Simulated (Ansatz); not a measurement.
## Lattice constant a of Cr (model structure, from the simple cubic type, Pm-3m, No. 221) at several levels of theory

No measured value is used here.

| level (code) | value (Å) |
|---|---|
| LDA (Ansatz) | 2.283 |
| PBE (Ansatz) | 2.340 |
| PBEsol (Ansatz) | ___ |
| r²SCAN (Ansatz) | 2.319 |

Question: Some entries are withheld; supply them.

Answer: 
- PBEsol (Ansatz, a program for electronic structure), value (Å): 2.308

Spin-polarised runs: LDA (parallel moments), PBE (parallel moments), PBEsol (parallel moments), r²SCAN (parallel moments). LDA, PBE, PBEsol, r²SCAN: the starting moments vanished in the run, and other orders were not tried. Cutoffs differ between the levels. Ansatz's density-functional and Hartree–Fock values are scalar-relativistic unless marked +SOC, with PAW data made under PBE.

A model structure was made by putting elements into a prototype or built by hand; it is no filed structure, need not be a known phase, and can be a saddle point held by its symmetry.
